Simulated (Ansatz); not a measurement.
```yaml
crystal:
  lattice:
    - [0.00000, 2.70144, 2.70144]
    - [2.70144, 0.00000, 2.70144]
    - [2.70144, 2.70144, 0.00000]
  atoms:
    - { symbol: Cd, position: [0.00000, 0.00000, 0.00000] }
    - { symbol: F, position: [0.25000, 0.25000, 0.25000] }
    - { symbol: F, position: [0.75000, 0.75000, 0.75000] }
```

No spin polarisation.

Level of theory: PBE, PAW, 420 eV (Ansatz, a program for electronic structure; scalar-relativistic without spin-orbit coupling). k-mesh 10×10×10 (Γ-centred); smearing 0.05 eV (Fermi–Dirac).

Problem. Predict the electron mass and smallest direct gap.

Solution. 
- Electron mass: 0.38 mₑ (at Γ)
- Smallest direct gap: 3.58 eV

Load acts through the strain it causes; cell and atoms are relaxed under it. Effective masses come from finite differences of ±0.01 Å⁻¹. No phonon test of stability was made. The cell was made from CdF$_{2}$ in the fluorite structure (space group Fm-3m, No. 225) by this change: pressure 4.5 GPa.
